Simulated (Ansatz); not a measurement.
System: zinc-blende BeS. Method: LC-ωPBE in Ansatz (PAW).

Settings: plane-wave cutoff 460 eV, 10×10×10 k mesh, Fermi–Dirac smearing 0.01 eV, scalar-relativistic PAW data made under PBE.

Energies at three volumes about the minimum:

| V (Å³/atom) | E − E_lowest (meV/atom) |
|---|---|
| 13.719 | 2.81 |
| 14.223 | 0.00 |
| 14.423 | 2.14 |

Problem. Fit a parabola by hand: where is the minimum, what lattice constant follows, and what is the bulk modulus?

Solution. Slopes: (0.00 − 2.81)/(14.223 − 13.719) = -5.575 and (2.14 − 0.00)/(14.423 − 14.223) = 10.700 meV/Å³. Curvature E″ = 2 × (10.700 − (-5.575))/(14.423 − 13.719) = 46.236 meV/Å⁶. From the middle of the first interval, the slope vanishes at V0 = 13.9710 − (-5.575)/46.236 = 14.092 Å³/atom. B = V0 E″ = 14.092 × 46.236 meV/Å³ × 0.1602 GPa per meV/Å³ = 104 GPa. With 8 atoms in the cube, a = (8 × 14.092)^(1/3) = 4.831 Å. The full Birch–Murnaghan fit to all volumes gives V0 = 14.084 Å³/atom and B0 = 106 GPa.

Measured, for comparison: bulk modulus 105 GPa (room temperature, not corrected to a static lattice; as tabulated in Narayana, Nesamony, Ruoff, Phys. Rev. B 56, no. 22 (1997)); lattice constant a 4.87 Å (room temperature, not corrected to a static lattice; as tabulated in Narayana, Nesamony, Ruoff (BeS at high pressure; core.ac.uk copy)). Computed (rounded) less measured: bulk modulus +1.0 %.

Ansatz is a first-principles code.
